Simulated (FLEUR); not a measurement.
## Converging the basis cutoff: In (I4/mmm, 1 atom in the cell)

```
In
1.0
   -1.62987     1.62987     2.48243
    1.62987    -1.62987     2.48243
    1.62987     1.62987    -2.48243
In
1
Cartesian
  0.00000   0.00000   0.00000
```

Method of the run: PBE, all-electron FLAPW (FLEUR), scalar-relativistic valence.

Base settings: Kmax = 3.8 1/bohr; GmaxXC = 13.3 1/bohr; xcFunctional = pbe; jspins = 1; l_soc = F; mode = hist; fermiSmearingEnergy = 0.00367493 Htr; mesh (inpgen div1-3) = 5 5 5; inpgen gamma flag = false; Gmax = 13.3 1/bohr.

Moved along: Gmax, GmaxXC.

The second cell is the first with its lattice scaled by 0.98.

The mesh stays at the base's, so the ladder's end is converged at best in this setting alone.

Only quantities that move along the ladder and can be compared are tabulated.

The starting cell has typed, rounded lattice constants, without a prior relaxation at this level. Its lattice was rescaled by up to half a per cent. Values depend on the basis (sphere radii, cutoffs, local orbitals), which need not be converged.

| Kmax | free energy less the last step's (meV/atom) | energy of the compressed cell less the first (meV/atom) |
|---|---|---|
| 2.25 1/bohr | 2527.17 | 99.54 |
| 2.4 1/bohr | 1498.58 | 118.83 |
| 2.55 1/bohr | 955.18 | -32.11 |
| 2.69 1/bohr | 558.56 | 27.69 |
| 2.82 1/bohr | 353.57 | 34.71 |
| 2.94 1/bohr | 221.12 | 30.42 |
| 3.18 1/bohr | 86.21 | 35.54 |
| 3.4 1/bohr | 35.38 | 37.28 |
| 3.6 1/bohr | 15.77 | 37.19 |
| 3.8 1/bohr | 6.77 | 37.50 |
| 3.99 1/bohr | 3.03 | 37.47 |
| 4.16 1/bohr | 1.43 | 37.51 |
| 4.42 1/bohr | 0.46 | 37.49 |
| 4.65 1/bohr | 0.15 | 37.48 |
| 5.03 1/bohr | 0.00 | 37.48 |

Coarsest Kmax that holds the free energy within 5 meV/atom of the last step, with all finer ones: 3.99 1/bohr; the step before is off by 6.8 meV/atom.

Coarsest Kmax that holds the energy of the compressed cell less the first within 0.5 meV/atom of the last step, with all finer ones: 3.4 1/bohr; the step before is off by 1.9 meV/atom.

The energy difference between the two cells stays within 1 meV/atom of the last step's from 3.4 1/bohr on, the total only from 4.42 1/bohr on: much of the error is common to both cells and cancels.
